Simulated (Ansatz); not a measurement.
Defect calculation: B on the Mg site (B_Mg) in rock-salt MgO

Computed with PBE, PAW (plane waves to 420 eV; Ansatz, a program for electronic structure). The supercell holds 64 host sites (2×2×2 repeats of the unit cell), with a 2×2×2 shifted k-point sampling for the final energies. Site at the start: the Mg site. Energies of charged states are corrected for periodic images (point charge plus alignment at distant sites). Dielectric constants: PBE linear response of the host. Host gap at this level: 4.46 eV. A cell of this size leaves errors of a few tenths of an eV. Levels are measured in PBE's own, too narrow, gap. Spin–orbit coupling is left out. Each state is the lowest found from its start.

Formation energies E_f are given with the Fermi level at the valence-band maximum. Chemical conditions: Mg-rich (Δμ(Mg) = 0.00 eV, Δμ(B) = -0.20 eV, bounded by MgB2 (P6/mmm); only phases computed here count, gases as isolated molecules at 0 K); O-rich (Δμ(Mg) = -5.37 eV, Δμ(B) = -5.92 eV, bounded by B2O3 (P3_121); only phases computed here count, gases as isolated molecules at 0 K). Reference phases: B: alpha boron, Mg: hcp Mg.

```json
[
 {"charge": "+1", "moment (μB)": "not spin-polarised", "point group": "C3v", "largest move off a lattice site (Å)": "0.94", "image correction with alignment (eV)": "0.13", "E_f, Mg-rich (eV)": "1.32", "E_f, O-rich (eV)": "1.68"},
 {"charge": "0†", "moment (μB)": "1.0", "point group": "–", "largest move off a lattice site (Å)": "0.70", "image correction with alignment (eV)": "0.03", "E_f, Mg-rich (eV)": "5.72", "E_f, O-rich (eV)": "6.08"},
 {"charge": "−1*", "moment (μB)": "not spin-polarised", "point group": "C3v", "largest move off a lattice site (Å)": "0.55", "image correction with alignment (eV)": "–", "E_f, Mg-rich (eV)": "–", "E_f, O-rich (eV)": "–"}
]
```

* At this level the carrier isn't localised at the defect: at charge −1 electrons occupy the conduction band. Such a state is shallow or no state of the defect, and this cell gives it no level.

† Not settled in this cell, so no level is given: charge 0: level within 0.1 eV of a band edge or past it.

Point groups are those of the whole cell at tolerances of 0.03 and 0.1 Å ("near" where only the looser one holds); none is given for unsettled states.

Flagged in the runs: a strain field that reaches the edge of the cell.

All states together cost very roughly 30 core-minutes.
